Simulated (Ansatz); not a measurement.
Start from Pb in the fcc (Cu type) structure (space group Fm-3m, No. 225; a = 4.9312 Å).

Method: PBEsol (Ansatz, a first-principles code), no spin-orbit coupling, earlier PAW set.

Base values:

| Item | Value |
|---|---|
| Volume per atom | 29.98 Å³ |

It is then changed as follows: Re takes the place of Pb on all its sites, then cell and atoms are relaxed.

Tabulated Pauling electronegativity and covalent radius: Pb 2.33, 1.46 Å; Re 1.90, 1.51 Å.

Task: Predict the new volume per atom.

Result: The volume per atom decreases by 15.37 Å³, from 29.98 Å³ to 14.61 Å³.

Stability against distortions was not tested. All final runs are without spin polarisation. This is not the structure that Re has at room temperature and ambient pressure.
